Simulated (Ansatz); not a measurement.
Sc$_{2}$CoO$_{4}$ (space group I-4, No. 82; ferromagnetic; a hypothetical phase, not in the database extracts checked)

```cif
data_CoO4Sc2
_chemical_formula_sum 'Sc2 Co1 O4'
_space_group_name_H-M_alt 'P 1'
_space_group_IT_number 1
_cell_length_a 5.89993
_cell_length_b 5.89993
_cell_length_c 5.89993
_cell_angle_alpha 134.888
_cell_angle_beta 134.888
_cell_angle_gamma 65.705
loop_
_space_group_symop_operation_xyz
  'x, y, z'
loop_
_atom_site_label
_atom_site_type_symbol
_atom_site_fract_x
_atom_site_fract_y
_atom_site_fract_z
_atom_site_occupancy
Sc1 Sc 0.50000 0.50000 0.00000 1
Sc2 Sc 0.25000 0.75000 0.50000 1
Co1 Co 0.00000 0.00000 0.00000 1
O1 O 0.33601 0.84412 0.95288 1
O2 O 0.89123 0.38312 0.04712 1
O3 O 0.15588 0.10877 0.49189 1
O4 O 0.61688 0.66399 0.50811 1
```

Calculations: PBEsol, PAW, 420 eV (Ansatz, a quantum-chemistry and plane-wave program; no spin-orbit coupling). Settings: 10×10×10 k-points, 0.05 eV Fermi–Dirac smearing.

```yaml
volume_per_atom: 14.51 Å³
density: 3.48 g/cm³
band_gap: 0.53 eV, indirect, k = (0.100, 0.100, -0.100) in the run's primitive reciprocal basis → S₀–Γ (86 % along)
magnetic_state: ferromagnetic
total_energy: -1652.283 eV/atom (σ→0; compares only within this code and set-up)
```

Whether these cells are dynamically stable was not tested. No Hubbard U is applied and the magnetic state is the run's own (Sc2CoO4 ferromagnetic); small cells can't hold the antiferromagnetic order that many such compounds have, so gaps and moments can be off.
